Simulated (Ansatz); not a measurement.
Start from BeS in the zinc blende structure (space group F-43m, No. 216; a = 4.8379 Å). Axes: x, y, z lie along the cube axes.

The values are results of DFT with PBEsol, PAW potentials and a 420 eV plane-wave cutoff in Ansatz (an electronic-structure program), without spin-orbit coupling, not measurements.

Before the change:

The electron mass is 0.80 mₑ along k, 0.28 mₑ across (at X).

It is then changed as follows: uniaxial stress, 5 GPa tension along x; all other stress components relax to zero.

Task: Estimate the effect on the electron mass.

Result: The electron mass goes from 0.80 mₑ along k, 0.28 mₑ across (at X) to 0.77 mₑ along k, 0.29 mₑ across (at X).

Task: Estimate the effect on the strain response.

Result: The strain response (xx, yy, zz) is (+3.92, −1.04, −1.04) %.

The levels and masses belong to the bands next to the band gap. Masses are band curvatures over ±0.01 Å⁻¹ around the edge. Along k means along the line from Γ to the band edge. Beyond what the load breaks, stability against distortions was not tested.
